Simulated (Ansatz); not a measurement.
# Short convergence ladders for Ti₂O (P3m1, 3 atoms in the cell)

```
Ti2O
1.0
    2.94522     0.00000     0.00000
   -1.47261     2.55063     0.00000
    0.00000     0.00000     4.80787
Ti O
2 1
Direct
  0.33333   0.66667   0.74045
  0.66667   0.33333   0.26995
  0.00000   0.00000   0.00000
```

Base method: LDA (PW92), default PAW files made with PBE (plane waves; Ansatz, a quantum-chemistry and plane-wave program).

Base settings: basis.ecutwfc = 420 eV; kpoints.mp_grid.grid = 13 13 7; hamiltonian.xc = lda; hamiltonian.pseudopotentials = {kind: paw} (the program's default PAW files); scf.occupations.method = fermi_dirac; scf.occupations.width = 0.1 eV.

**The width of Gaussian smearing**

In this ladder: kpoints.mp_grid.grid = 21 21 12; scf.occupations.method = gaussian.

Narrow widths need finer meshes than wide ones, so the last steps can hold mesh noise.

Only quantities that move along the ladder and can be compared are tabulated; pressure and forces are left out, as mesh noise rules them at narrow widths.

| scf.occupations.width | free energy less the last step's (meV/atom) | energy extrapolated to zero width less the last step's (meV/atom) |
|---|---|---|
| 1 eV | -143.50 | 31.32 |
| 0.5 eV | -26.82 | 4.67 |
| 0.3 eV | -8.34 | 0.61 |
| 0.2 eV | -3.45 | 0.08 |
| 0.1 eV | -0.68 | -0.01 |
| 0.05 eV | 0.00 | 0.00 |

Widest scf.occupations.width that holds the energy extrapolated to zero width within 1 meV/atom of the last step, with all finer ones: 0.3 eV; the step before is off by 4.7 meV/atom.

Widest scf.occupations.width that holds the free energy within 5 meV/atom of the last step, with all finer ones: 0.2 eV; the step before is off by 8.3 meV/atom.

The extrapolation to zero width removes most of the smearing's effect on the energy.

**The width of cold smearing**

In this ladder: kpoints.mp_grid.grid = 21 21 12; scf.occupations.method = cold.

Narrow widths need finer meshes than wide ones, so the last steps can hold mesh noise.

Only quantities that move along the ladder and can be compared are tabulated; pressure and forces are left out, as mesh noise rules them at narrow widths.

```tsv
scf.occupations.width	free energy less the last step's (meV/atom)
1 eV	45.72
0.5 eV	12.00
0.3 eV	1.92
0.2 eV	0.05
0.1 eV	-0.02
0.05 eV	0.00
```

Widest scf.occupations.width that holds the free energy within 1 meV/atom of the last step, with all finer ones: 0.2 eV; the step before is off by 1.9 meV/atom.

On the base run: the starting cell comes from a database of computed structures (which also holds hypothetical and non-ambient phases and stackings), without a prior relaxation at this level. Its lattice was rescaled by up to half a per cent. One atom was moved a little off its site on purpose. Spin polarisation is off, so a magnetic state, if there is one, cannot be reached. In the base run, with a pressure of about -8 GPa the cell is away from its equilibrium volume at this level. Ansatz's pressure includes its estimate of the finite-basis (Pulay) stress.

Left out of this page: 4 runs of the series outside the window shown, repeating another row's setting, or not comparable.

Keys are those of Ansatz 0.2.
